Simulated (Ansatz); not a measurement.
Consider MgO in the rock salt structure (space group Fm-3m, No. 225; a = 4.204 Å). Axes: x, y, z lie along the cube axes.

Computed with r2SCAN (Ansatz, a first-principles code), spin-orbit coupling left out.

One thing is altered: the cell is stretched by 1.00 % along z with no lateral relaxation; the atoms relax in the strained cell.

Question: Predict the stress tensor and what it implies for the stiffness.

Answer: Stress of the strained cell less that of the base (GPa, compression positive):
```
  -0.93    0.00    0.00
   0.00   -0.93    0.00
   0.00    0.00   -2.92
```

Then −Δσ_ii/ε with ε = 0.0100 gives relaxed-ion elastic constants: C33 ≈ 292 GPa, C13 ≈ 93 GPa and C23 ≈ 93 GPa.

No phonon test of stability was made.
